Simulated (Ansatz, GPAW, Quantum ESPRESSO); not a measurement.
# One structure in several programs: YInCu4 (F-43m, 6 atoms in the cell)

Self-consistent single point.

```
CELL_PARAMETERS angstrom
      0.00000     3.52615     3.52615
      3.52615     0.00000     3.52615
      3.52615     3.52615     0.00000
ATOMIC_POSITIONS crystal
  Y  0.00000 0.00000 0.00000
  In 0.75000 0.75000 0.75000
  Cu 0.37533 0.37533 0.37533
  Cu 0.87401 0.37533 0.37533
  Cu 0.37533 0.37533 0.87401
  Cu 0.37533 0.87401 0.37533
```

Shared settings, as Ansatz (a program for electronic structure) writes them: kpoints.mp_grid.grid = 9 9 9; scf.occupations.method = gaussian; scf.occupations.width = 0.02 Ry. Potentials and cutoffs stand in the table.

```csv
code,model,pressure (GPa),largest force (eV/Å),cutoff
Quantum ESPRESSO,"LDA (PZ), PSlibrary PAW (LDA) pseudopotentials",-1.26,0.020,55 Ry
Ansatz,"LDA (PW92), default PAW files made with PBE",-0.72,0.024,30.9 Ry
GPAW,"LDA (Perdew-Wang 92), GPAW PAW datasets LDA (gpaw-data 1.0.1)",-0.86,0.015,800 eV
```

On Ansatz's run: spin polarisation is off.

The spread over the programs that give each value: pressure within 0.54 GPa; largest force within 0.009 eV/Å.

Ansatz's pressure is given at a fixed set of plane waves, as the other plane-wave codes print theirs; with its correction for the finite basis it is -0.66 GPa. The same LDA comes in different parametrisations, which differ slightly.

The starting cell comes from a database of computed structures (which also holds hypothetical and non-ambient phases and stackings), without a prior relaxation at this level. Its lattice was rescaled by a random factor within 2.5 % of one.

Left out of this page: Elk (not drawn, or without a comparable value).

Keys are those of Ansatz 0.2.
